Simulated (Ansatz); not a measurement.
## MgSe in the rock salt structure (space group Fm-3m, No. 225)

```cif
data_MgSe
_chemical_formula_sum 'Se1 Mg1'
_space_group_name_H-M_alt 'P 1'
_space_group_IT_number 1
_cell_length_a 3.86945
_cell_length_b 3.86945
_cell_length_c 3.86945
_cell_angle_alpha 60.000
_cell_angle_beta 60.000
_cell_angle_gamma 60.000
loop_
_space_group_symop_operation_xyz
  'x, y, z'
loop_
_atom_site_label
_atom_site_type_symbol
_atom_site_fract_x
_atom_site_fract_y
_atom_site_fract_z
_atom_site_occupancy
Se1 Se 0.00000 0.00000 0.00000 1
Mg1 Mg 0.50000 0.50000 0.50000 1
```

Computed with r2SCAN in Ansatz (plane waves to 500 eV, PAW, no spin-orbit coupling). Settings: 10×10×10 k-points, 0.05 eV Fermi–Dirac smearing.

* **Volume per atom**: 20.48 Å³
* **Density**: 4.19 g/cm³
* **Band gap**: 2.48 eV, indirect, Γ → X
* **Electron mass**: 0.48 mₑ along k, 0.25 mₑ across
* **Hole mass (degenerate bands, along [100])**: 0.20, 0.79, 0.79 mₑ
* **Lowest conduction-band minima above the VBM**: X along ⟨100⟩ 2.48 eV; Γ 3.44 eV
* **Total energy**: -3703.728 eV/atom (σ→0; compares only within this code and set-up)

Masses are band curvatures over ±0.01 Å⁻¹ around the edge. Along k means along the line from Γ to the band edge. No phonon test of stability was made.

Ansatz is an electronic-structure program.
